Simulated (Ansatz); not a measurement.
**ZnSe, pressure series**

The reference is ZnSe in the zinc blende structure (space group F-43m, No. 216; a = 5.6333 Å).

Cell and atoms are relaxed at each pressure.

The values are results of PBEsol (Ansatz, a quantum-chemistry and plane-wave program; PAW; 420 eV plane waves; without spin-orbit coupling), not measurements.

Two rows of this table had their results exchanged by mistake.

```tsv
pressure	volume per atom (Å³)	shortest distance (Å)	band gap
pressure −2 GPa	17.28	2.239	2.08 eV
pressure −1 GPa	22.70	2.452	1.18 eV
pressure 0.9 GPa	22.05	2.428	1.29 eV
pressure 2.1 GPa	21.68	2.415	1.36 eV
pressure 4.5 GPa	21.04	2.391	1.48 eV
pressure 9 GPa	20.06	2.353	1.68 eV
pressure 15 GPa	19.04	2.313	1.91 eV
pressure 22.5 GPa	18.06	2.272	2.15 eV
pressure 30 GPa	23.10	2.466	1.11 eV
```

**Question.** Which two?

**Answer.** The rows for pressure −2 GPa and pressure 30 GPa: the volume has to fall steadily with pressure, so 23.10 Å³ belongs to pressure −2 GPa and 17.28 Å³ to pressure 30 GPa.

Load acts through the strain it causes; cell and atoms are relaxed under it. Whether these cells are dynamically stable was not tested. Measured, ZnSe leaves this structure (for rock salt) near 13 GPa (temperature not stated; as listed in M. Köfferlein et al., Hyperfine Interactions (1994)).
